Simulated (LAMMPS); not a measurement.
An MD run on Pd (fcc) with 25 % of Pd sites Pt, 4000 atoms, at 1320 K and 0 GPa, heated as the crystal.

All values are model results, not measurements: classical MD, pair style eam, the elements' _u3.eam files (universal-3 set of Foiles, Baskes and Daw) (LAMMPS).

```csv
r (Å),"g(r), Pd-Pt","g(r), Pd-Pd","g(r), Pt-Pt"
2.020,0.000,0.000,0.000
2.060,0.000,0.001,0.008
2.100,0.002,0.000,0.015
2.140,0.007,0.003,0.018
2.180,0.011,0.009,0.052
2.220,0.031,0.023,0.137
2.260,0.086,0.059,0.186
2.300,0.171,0.136,0.279
2.340,0.319,0.265,0.599
2.380,0.542,0.459,0.866
2.420,0.846,0.755,1.17
2.460,1.23,1.13,1.56
2.500,1.70,1.60,2.00
2.540,2.18,2.08,2.36
2.580,2.62,2.53,2.81
2.620,3.01,2.98,3.14
2.660,3.36,3.26,3.21
2.700,3.49,3.49,3.38
2.740,3.53,3.47,3.45
2.780,3.46,3.43,3.29
2.820,3.23,3.22,2.88
2.860,2.97,2.99,2.58
2.900,2.64,2.67,2.46
2.940,2.32,2.31,2.13
2.980,1.99,2.02,1.74
3.020,1.65,1.69,1.53
3.060,1.38,1.41,1.24
3.100,1.17,1.15,0.938
3.140,0.901,0.943,0.724
3.180,0.760,0.743,0.649
3.220,0.581,0.609,0.472
3.260,0.467,0.490,0.398
3.300,0.393,0.409,0.309
3.340,0.340,0.352,0.307
3.380,0.297,0.292,0.282
3.420,0.276,0.282,0.251
3.460,0.263,0.281,0.233
3.500,0.278,0.280,0.308
3.540,0.299,0.312,0.293
3.580,0.331,0.340,0.362
3.620,0.364,0.376,0.357
3.660,0.422,0.421,0.408
3.700,0.464,0.470,0.458
3.740,0.514,0.511,0.561
3.780,0.546,0.556,0.549
3.820,0.584,0.578,0.581
3.860,0.589,0.612,0.639
3.900,0.640,0.629,0.641
3.940,0.629,0.654,0.629
3.980,0.647,0.656,0.678
4.020,0.635,0.632,0.662
4.060,0.643,0.627,0.573
4.100,0.603,0.599,0.626
4.140,0.579,0.586,0.580
4.180,0.567,0.563,0.559
4.220,0.556,0.551,0.545
4.260,0.559,0.576,0.552
4.300,0.589,0.569,0.600
4.340,0.618,0.620,0.579
4.380,0.659,0.677,0.685
4.420,0.765,0.753,0.729
4.460,0.864,0.853,0.870
4.500,0.981,1.00,1.05
4.540,1.14,1.13,1.07
4.580,1.28,1.28,1.27
4.620,1.41,1.44,1.47
4.660,1.54,1.56,1.61
4.700,1.68,1.70,1.71
4.740,1.76,1.81,1.83
4.780,1.84,1.82,1.90
4.820,1.84,1.84,1.94
4.860,1.85,1.86,1.86
4.900,1.76,1.80,1.83
4.940,1.72,1.72,1.77
4.980,1.63,1.62,1.65
5.020,1.46,1.51,1.55
5.060,1.35,1.37,1.40
5.100,1.24,1.25,1.24
5.140,1.15,1.13,1.20
5.180,1.02,1.04,1.05
5.220,0.962,0.947,0.976
5.260,0.902,0.902,0.902
5.300,0.880,0.847,0.876
5.340,0.844,0.833,0.838
5.380,0.847,0.815,0.796
5.420,0.834,0.834,0.831
5.460,0.841,0.829,0.772
5.500,0.853,0.827,0.849
5.540,0.853,0.834,0.829
5.580,0.858,0.842,0.819
5.620,0.849,0.841,0.796
5.660,0.838,0.830,0.806
5.700,0.832,0.831,0.809
5.740,0.830,0.834,0.785
5.780,0.828,0.834,0.772
5.820,0.819,0.844,0.796
5.860,0.840,0.840,0.828
5.900,0.860,0.848,0.849
5.940,0.877,0.885,0.878
5.980,0.911,0.920,0.901
6.020,0.957,0.964,0.916
6.060,0.974,0.975,1.00
6.100,1.01,1.02,1.02
```

Main features:
- state found: crystal; no diffusion seen in 30 ps
- first peak of g(r), Pd-Pt: 2.73 Å, height 3.5
- coordination number of Pd by Pt: 3.08 (counted to 3.46 Å)
- coordination number of Pt by Pd: 9.2 (counted to 3.46 Å)
- first peak of g(r), Pd-Pd: 2.74 Å, height 3.5

Caution: the random arrangement on this lattice is imposed, and need not be a phase that exists in equilibrium. Caution: a run this short can hold a crystal over, or a liquid under, the potential's melting point.
